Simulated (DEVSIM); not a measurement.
Device: illuminated Ge p-on-n cell, one wavelength, with a back-surface field, at 300 K.

```
layer (left to right)  material  thickness (μm)  Nd (cm⁻³)  Na (cm⁻³)   τn (s)   τp (s)  absorption coefficient (cm⁻¹)
---------------------  --------  --------------  ---------  ---------  -------  -------  -----------------------------
1                            Ge           0.560          -       2e18  0.00053  0.00021                          15000
2                            Ge             190     2.4e15          -  0.00081  0.00081                          15000
3                            Ge            1.50     4.9e18          -  0.00081  0.00081                          15000
```

Left contact: ohmic, minority electron recombination velocity 90000 cm/s. Right contact: ohmic, minority hole recombination velocity 3000 cm/s. Voltage is applied to the left contact. Recombination: SRH at mid-gap, radiative, Auger. Light enters at the left, 4.3e16 photons cm⁻² s⁻¹, one pass, no reflection. Mobility is μmin + (μ − μmin)/(1 + (N/Nref)^α).

Constants are typed, rounded textbook-type inputs, not results; the design itself was drawn at random and stands for no fabricated device. Values at 300 K.

| parameter | Ge |
|---|---|
| gap (eV) | 0.664 |
| affinity (eV) | 4 |
| permittivity | 16 |
| Nc (cm⁻³) | 1.04e19 |
| Nv (cm⁻³) | 6e18 |
| μn (cm²/Vs) | 3900 |
| μp (cm²/Vs) | 1900 |
| μn,min | 150 |
| μp,min | 100 |
| Nref,n | 2.6e17 |
| Nref,p | 4e17 |
| αn | 0.56 |
| αp | 0.6 |
| B (cm³/s) | 6.4e-14 |
| Cn (cm⁶/s) | 1e-31 |
| Cp (cm⁶/s) | 1e-31 |

Model (solved in DEVSIM): 1D drift-diffusion, Boltzmann statistics, complete ionisation; no tunnelling, impact ionisation, image-force lowering or self-heating.

The thickness of layer 2 was swept, all else fixed.

```tsv
thickness of layer 2 (μm)	open-circuit voltage (V)	dark forward voltage at 100 A/cm² (V)	largest power (mW/cm²)	fill factor
38	0.200	0.455	0.835	0.64
66	0.199	0.458	0.830	0.64
110	0.198	0.463	0.822	0.63
190	0.196	0.470	0.809	0.63
320	0.193	0.480	0.792	0.63
570	[?]	[?]	0.765	0.62
950	0.182	0.537	0.736	0.62
```

Question: What belongs in the gaps?

Answer: 
- 570, open-circuit voltage (V): 0.188
- 570, dark forward voltage at 100 A/cm² (V): 0.499
